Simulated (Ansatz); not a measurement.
Start from BiB in the zinc blende structure (space group F-43m, No. 216; a = 5.456 Å; a hypothetical phase, not in the database extracts checked).

Perturbation: a hydrostatic pressure of 100 GPa.

Levels (all Ansatz, a quantum-chemistry and plane-wave program, PAW): PBEsol (420 eV, no spin-orbit coupling); r2SCAN (500 eV, without spin-orbit coupling); HSE06 (420 eV, no spin-orbit coupling).

One geometry, relaxed with PBEsol, under each level:

Notes on the quantities. hole mass: degenerate bands, along [100].

```json
[
 {"level": "PBEsol", "band gap": "0.36 eV", "lowest conduction level above the VBM at special points": "X 0.59 eV; U 1.13 eV; K 1.13 eV; L 2.38 eV", "electron mass": "1.4 mₑ along k, 0.21 mₑ across (off the special points)", "hole mass": "0.17, 0.17, 0.26 mₑ (at Γ)", "pressure": "100.00 GPa"},
 {"level": "r2SCAN", "band gap": "0.59 eV", "lowest conduction level above the VBM at special points": "X 0.79 eV; U 1.40 eV; K 1.40 eV; L 2.61 eV", "electron mass": "1.3 mₑ along k, 0.21 mₑ across (off the special points)", "hole mass": "0.16, 0.16, 0.24 mₑ (at Γ)", "pressure": "106.03 GPa"},
 {"level": "HSE06", "band gap": "0.91 eV", "lowest conduction level above the VBM at special points": "X 1.12 eV; U 1.74 eV; K 1.74 eV; Γ 3.76 eV", "electron mass": "–", "hole mass": "–", "pressure": "–"}
]
```

Single points use the geometry relaxed with PBEsol. Their cutoffs differ, which shifts pressures a little. HSE06 gaps are upper bounds (no full band path). Spin-orbit coupling, missing from the scalar runs, can matter with Bi. Load acts through the strain it causes; cell and atoms are relaxed under it. Effective masses come from finite differences of ±0.01 Å⁻¹. Along k means along the line from Γ to the band edge. No phonon test of stability was made. No other phases were tried under pressure.
